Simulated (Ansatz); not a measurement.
The reference is Li2S in the anti-fluorite structure (space group Fm-3m, No. 225; a = 5.655 Å).

One thing is altered: every lattice vector is shortened by 1.00 %; the atoms relax in the strained cell.

The values are results of PBEsol (Ansatz, an electronic-structure program, PAW, no SOC), not measurements.

Base, band edges from the VBM (valence, conduction): X -1.49, 3.20; W -1.86, 5.36; L -0.53, 6.09; Γ 0.00, 4.21; K -1.21, 4.45; U -1.21, 4.45 eV.

Give the band edges at the high-symmetry points of the new zone, measured from its valence-band maximum.


```
point  valence edge (eV)  conduction edge (eV)
-----  -----------------  --------------------
Γ                   0.00                  4.37
X                  -1.55                  3.18
U                  -1.26                  4.46
K                  -1.26                  4.46
L                  -0.55                  6.23
W                  -1.94                  5.40
```

The gap is 3.18 eV, indirect, Γ → X.

Stability against distortions was not tested.
